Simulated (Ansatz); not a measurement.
Worked example: self-consistent single point of NbTc (Cmm2, 2 atoms in the cell) in Ansatz (a first-principles code).

Level of theory: LDA (PW92), default PAW files made with PBE (plane waves; Ansatz).

```xyz
2
Lattice="1.6013 -2.3099 0.0000 1.6013 2.3099 0.0000 0.0000 0.0000 4.4365" Properties=species:S:1:pos:R:3 pbc="T T T"
Nb     0.0000     0.0000     0.0500
Tc     1.6013     0.0000     2.2183
```

Reference input (self-consistent single point, DFT, LDA (PW92), plane waves, default PAW files made with PBE): basis.ecutwfc = 36.7 Ry; kpoints.mp_grid.grid = 12 12 8; hamiltonian.xc = lda; hamiltonian.pseudopotentials = {kind: paw} (the program's default PAW files); scf.occupations.method = gaussian; scf.occupations.width = 0.0073 Ry. This run's input differs from it in these lines:

Ansatz 0.2 input:
```diff
@@ -12,3 +12,3 @@
 kpoints:
-  mp_grid: { grid: [12, 12, 8] }
+  mp_grid: { grid: [20, 20, 13] }
 hamiltonian:
@@ -17,3 +17,3 @@
 scf:
-  occupations: { method: gaussian, width: 0.0073 Ry }
+  occupations: { method: fermi_dirac, width: 0.0147 Ry }
 output:
```

Output (repeated stretches shortened):

```
SCF iter   1: F=—  HF=-9724.990519 eV  |F-HF|=—  |Δ(HF+E_count)|=         —  Δρ=7.97e-2  dr2=2.80e0  ethr=3.10e-3  ⟨swp⟩=5.0  Hψ=60384  notcnv=0
all-band conjugate gradients solve this SCF's bands
preconditioner: auto → none
SCF iter   2: F=—  HF=-9724.480684 eV  |F-HF|=—  |Δ(HF+E_count)|=   5.10e-1  Δρ=5.28e-2  dr2=1.69e0  ethr=3.10e-3  ⟨swp⟩=2.9  Hψ=28706  notcnv=0
   [... lines left out ...]
SCF iter   5: F=—  HF=-9724.136723 eV  |F-HF|=—  |Δ(HF+E_count)|=   2.27e-3  Δρ=1.72e-3  dr2=2.65e-3  ethr=4.61e-5  ⟨swp⟩=2.0  Hψ=20632  notcnv=0
SCF iter   6: F=—  HF=-9724.136079 eV  |F-HF|=—  |Δ(HF+E_count)|=   6.44e-4  Δρ=4.72e-4  dr2=3.48e-5  ethr=9.46e-6  ⟨swp⟩=2.0  Hψ=19607  notcnv=0
SCF iter   7: F=—  HF=-9724.136078 eV  |F-HF|=—  |Δ(HF+E_count)|=   6.06e-7  Δρ=1.19e-4  dr2=1.38e-6  ethr=1.24e-7  ⟨swp⟩=2.4  Hψ=24654  notcnv=0
SCF iter   8: F=-9724.136079 eV  HF=-9724.136079 eV  |F-HF|=1.25e-8  |Δ(HF+E_count)|=   5.30e-7  Δρ=2.01e-5  dr2=3.25e-8  ethr=3.57e-10  ⟨swp⟩=3.0  Hψ=58660  notcnv=0
SCF 1 converged in 8 iterations: F = -9724.136079 eV  dr2 = 3.25e-8
Free energy (F): -9724.136079 eV
Internal energy: -9723.913775 eV  (E = F + TS)
E sigma→0 (E₀):  -9724.024927 eV
Entropy (-TS):   -0.222304 eV (-111.152 meV/atom)
Fermi energy:    19.521037 eV
--- Forces (eV/Å), atoms counted from 1 ---
  atom   1  Nb     0.00000000     0.00000000    -0.39181533
  atom   2  Tc     0.00000000     0.00000000     0.39184385
--- Stress (GPa, compression-positive) ---
      -14.492489       0.000000       0.000000
        0.000000     -13.199610       0.000000
        0.000000       0.000000     -15.393540
  P = ⅓ Tr σ = -14.3619 GPa (-143.619 kbar)
  The stress holds the Pulay correction. Without it, at fixed plane waves, as pw.x and ABINIT print it: P = -14.3976 GPa
```

The run converged in 8 iterations. Against the reference run the free energy falls by 51.4 meV/atom, the pressure goes from -14.90 to -14.36 GPa and the largest force goes from 0.382 to 0.392 eV/Å.

The starting cell comes from a database of computed structures (which also holds hypothetical and non-ambient phases and stackings), without a prior relaxation at this level. Its lattice was rescaled by up to half a per cent. One atom was moved a little off its site on purpose. Spin polarisation is off. With a pressure of about -14 GPa the cell is away from its equilibrium volume at this level. Ansatz's pressure includes its estimate of the finite-basis (Pulay) stress. The cutoff lies below the one recommended for these files.

Cost on one core of a shared machine: roughly 60 s.
